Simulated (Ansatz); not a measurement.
The reference is Sn in the diamond structure (space group Fd-3m, No. 227; a = 6.568 Å).

Level of theory: DFT with r2SCAN, PAW potentials and a 500 eV plane-wave cutoff in Ansatz (a first-principles code), no SOC, earlier PAW set.

One change was made to it. Results:

The shortest interatomic distance decreases by 37.67 pm (284.4 pm → 246.8 pm); the band gap stays zero.

Problem. What was done to the base?
A) pressure −1 GPa
B) pressure 50 GPa
C) pressure −2 GPa
D) pressure 3 GPa

Solution. B, pressure 50 GPa. For comparison, the shortest interatomic distance in the other runs: pressure 3 GPa gives 278.7 pm; pressure −2 GPa gives 289.6 pm; pressure −1 GPa gives 286.8 pm.

Load acts through the strain it causes; cell and atoms are relaxed under it. No phonon test of stability was made. Tetrahedral semiconductors of this kind turn to denser phases somewhere between about 1 and 50 GPa; those were not computed, so compressed cells here can lie past the real transition.
